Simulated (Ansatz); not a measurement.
# InP: energy against strain

InP (zinc blende, F-43m, 25.763 Å³/atom at rest, cube axes along x, y and z) under a strain ε along a cube axis (axis z), the other axes held. r2SCAN in Ansatz, a plane-wave DFT program (PAW, default set), 500 eV, 10×10×10 Γ-centred mesh, Fermi-Dirac smearing 0.05 eV; ions are relaxed within the symmetry of each cell.

Here s stands for strain and y for E less E0.

| strain (%) | E less E0 (meV/atom) |
|---|---|
| -1.50 | 1.79 |
| -1.00 | 0.79 |
| -0.50 | 0.20 |
| 0.00 | 0.00 |
| 0.50 | 0.20 |
| 1.00 | 0.78 |
| 1.50 | 1.75 |
| 3.00 | ? |

Fit y of the 7 rows that show it with a parabola. Least squares gives y = 0.001 - 0.0100·s + 0.7857·s². Residuals (row less fit): 0.006, -0.007, -0.002, -0.001, 0.008, 0.003, -0.004; standard error 0.007 (degrees of freedom: 4). Twice the quadratic coefficient over the volume, 2 × 0.7857 meV × 10⁴ × 0.1602 / 25.763 Å³, is the elastic constant C11 = 98 ± 0.4 GPa.

Q: Predict the withheld y at s = 3.00 from the fit, and compare with the calculation.

A: y = 0.001 - 0.0100 × 3.0 + 0.7857 × 3.0² = 7.042 meV/atom. The calculation gives 6.94 meV/atom, 0.102 meV/atom below the prediction (1.5 % of the range of y in the table). The row lies outside the fitted rows, so this is an extrapolation. From the scatter of the fitted rows alone, a prediction at this place has a standard error of 0.025 meV/atom, so the miss is 4.1 times that.

One order more, fitted to all 13 runs of the series, follows each within 0.01, so the miss is the next term of a smooth law. Rows are the converged runs of the series near zero and its far end; series whose fitted rows scatter by over a few per cent of the range, as at a crossing or softening among them, aren't shown in this form. Most that stay on the fit to the last digits aren't either.
